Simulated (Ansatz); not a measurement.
The starting structures come from a database of crystals and need not be the phases stable at ambient conditions.

Tunnelling through a barrier is set by its complex band structure: the current falls as exp(−2κd) with the smallest κ.

Given:

```xyz
12
Lattice="5.8242 0.0000 0.0000 0.0000 7.5139 0.0000 0.0000 -1.1398 3.9786" Properties=species:S:1:pos:R:3 pbc="T T T"
Ba     4.9193     4.9130     1.4075
Ba     2.0072     1.4611     2.5711
Mg     4.7235     1.2003     0.3439
Mg     1.8114     5.1738     3.6347
F      4.6861     0.5184     2.3011
F      1.7740     5.8557     1.6775
F      3.5596     2.7177     0.7786
F      0.6475     3.6564     3.2000
F      0.0333     6.0523     3.8864
F      2.9453     0.3218     0.0922
F      3.3395     4.0375     3.3092
F      0.4274     2.3367     0.6694
```

Space group of this cell: Cmc2_1. The cell is taken as given.

Transport runs along the normal of the first two printed cell vectors.

No gap correction and no spin-orbit coupling; mid-gap values are interpolated between computed energies.

### Question
State the band gap and the smallest decay constant κ at mid-gap according to r2SCAN (Ansatz, an electronic-structure program).

### Answer
Gap 8.00 eV on a 6×8×8 mesh; κ = 0.545 1/Å, at the zone centre.
